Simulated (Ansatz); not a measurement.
How far PBE and PBEsol part for BaTiO3

Consider BaTiO₃ (space group P4mm, No. 99; a = 3.985 Å, c = 4.201 Å).

(Cell as relaxed with PBE.)

Levels (all Ansatz, an electronic-structure program, PAW): PBE (420 eV, no spin-orbit coupling); PBEsol (420 eV, no SOC).

Each level relaxes its own structure.

| quantity | PBE | PBEsol |
|---|---|---|
| volume per atom | 13.35 Å³ | 12.65 Å³ |
| lattice parameter a | 3.985 Å | 3.955 Å |
| lattice parameter c | 4.201 Å | 4.044 Å |
| band gap | 1.84 eV | 1.85 eV |
| gap character | indirect, A → Γ | indirect, A → Γ |

PBE's volume per atom lies 0.692 Å³ above PBEsol's (5.5 %); PBE's lattice parameter a lies 0.030 Å above PBEsol's (0.8 %); PBE's lattice parameter c lies 0.157 Å above PBEsol's (3.9 %); the two agree on the gap character. Neither level is exact; PBEsol is the comparison here, not a measurement.

Whether these cells are dynamically stable was not tested. The final runs are not spin-polarised.
